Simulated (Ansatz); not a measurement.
Consider SrSnS$_{3}$ in the cubic perovskite structure (space group Pm-3m, No. 221; a = 5.045 Å; a hypothetical phase, not in the database extracts checked). Axes: x, y, z lie along the cube axes.

(Cell as relaxed with PBE.)

Levels (all Ansatz, a first-principles code, PAW): PBE (420 eV, no SOC); PBEsol (420 eV, without spin-orbit coupling).

Each level relaxes its own structure.

```json
[
 {"base": "volume per atom", "PBE": "25.69 Å³", "PBEsol": "24.63 Å³"},
 {"base": "lattice parameter a", "PBE": "504.5 pm", "PBEsol": "497.5 pm"},
 {"base": "band gap", "PBE": "zero", "PBEsol": "zero"}
]
```

One thing is altered: the cell is stretched by 4.42 % along z with no lateral relaxation; the atoms relax in the strained cell.

| quantity | PBE | PBEsol |
|---|---|---|
| energy relative to the base (free energy F) | +15 meV/atom | [?] |
| pressure (mean of the normal stresses, compression positive) | -2.1 GPa | [?] |
| shortest interatomic distance | 252.3 pm | [?] |
| band gap | zero | [?] |

Task: Given the PBE results, estimate those of PBEsol.

Result: 
- energy relative to the base (free energy F), PBEsol: +16 meV/atom
- pressure (mean of the normal stresses, compression positive), PBEsol: -2.3 GPa
- shortest interatomic distance, PBEsol: 248.8 pm
- band gap, PBEsol: zero

PBE's energy relative to the base lies 0.9 meV/atom below PBEsol's; PBE's pressure lies 0.2 GPa above PBEsol's; PBE's shortest interatomic distance lies 3.5 pm above PBEsol's (1.4 %); the two agree on the band gap. Neither level is exact; PBEsol is the comparison here, not a measurement.

Without a gap, meshes like the base's 9×9×9 leave anisotropic stresses uncertain by several tenths of a GPa, and small strain energies with them. Whether these cells are dynamically stable was not tested. The final runs are not spin-polarised. Many cubic perovskites are stable only at high temperature; tilts and polar distortions were not tested.
